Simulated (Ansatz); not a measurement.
Base system: Ir in the fcc (Cu type) structure (space group Fm-3m, No. 225; a = 3.845 Å; relaxed with 0.1 eV smearing). Axes: x, y, z lie along the cube axes.

All numbers come from DFT with r2SCAN, PAW potentials and a 500 eV plane-wave cutoff in Ansatz (an electronic-structure program), no spin-orbit coupling.

For the base:

* **Shortest interatomic distance**: 2.719 Å
* **Pressure**: 0.0 GPa

Modification: a pure shear with ε_xy = ε_yx = 0.0114, atoms relaxed at fixed cell.

Q: Predict the new energy relative to the base, shortest interatomic distance and pressure.

A: The energy grows by 6.4 meV/atom; the shortest interatomic distance falls by 0.031 Å (2.719 Å → 2.688 Å); the pressure (mean of the normal stresses, compression positive) goes from zero to 0.3 GPa.

The cells carry an imposed strain or load. No phonon test of stability was made. All final runs are without spin polarisation.
